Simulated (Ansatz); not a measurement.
# Point defect Se interstitial in silicon

All values below come from PBE, PAW (plane waves to 420 eV; Ansatz, a quantum-chemistry and plane-wave program). Cell: 64 sites, 2×2×2 repeats of a cell of 8 atoms; final energies on a 2×2×2 shifted mesh. Site at the start: void with 4Si nearest. Energies of charged states are corrected for periodic images (point charge plus alignment at distant sites). Dielectric constants: PBE linear response of the host. Host gap at this level: 0.61 eV. These values are not converged in cell size to better than tenths of an eV. The semilocal functional narrows the gap, so deep levels can fall outside it. Spin–orbit coupling is left out. Each state is the lowest found from its start.

Formation energies E_f are given with the Fermi level at the valence-band maximum. Chemical conditions: host crystal and elements as references (Δμ(Se) = 0.00 eV; Se taken from its element, since no compound that bounds it was computed at this level; only phases computed here count, gases as isolated molecules at 0 K). Reference phases: Se: trigonal Se.

The name describes the start; the neighbours show where the atoms ended.

Charges with a result: +1, 0, −1, −2. Others weren't obtained, and one of them could lie lower, also by skipping a charge.

```csv
charge,moment (μB),point group,largest move off a lattice site (Å),neighbours of the last Se atom of the defect at the end (Å),image correction with alignment (eV),"E_f, host crystal and elements as references (eV)"
+1†,fractional,–,0.75,"Si 2.28, Si 2.28, Si 2.66, Si 2.66, Si 3.00, Si 3.00",0.34,–
0,not spin-polarised,C2,0.76,"Si 2.26, Si 2.26, Si 2.71, Si 2.71, Si 3.00, Si 3.00",0.00,2.56
−1†,quenched,–,0.80,"Si 2.27, Si 2.27, Si 2.72, Si 2.72, Si 3.03, Si 3.03",-0.13,–
−2†,not spin-polarised,–,0.14,"Si 2.50, Si 2.50, Si 2.50, Si 2.50",-0.03,–
```

† Not settled in this cell, so no level is given: charge +1: fractional moment, a level filled in part, carriers not clearly localised, level within 0.1 eV of a band edge or past it; charge −1: a level filled in part, carriers not clearly localised, level within 0.1 eV of a band edge or past it; charge −2: carriers not clearly localised, level within 0.1 eV of a band edge or past it.

Point groups are those of the whole cell at tolerances of 0.03 and 0.1 Å ("near" where only the looser one holds); none is given for unsettled states.

Starting moments that weren't kept: charge +1 began with 1 μB and ended with 0.5; charge −1 began with 1 μB and ended with 0.0.
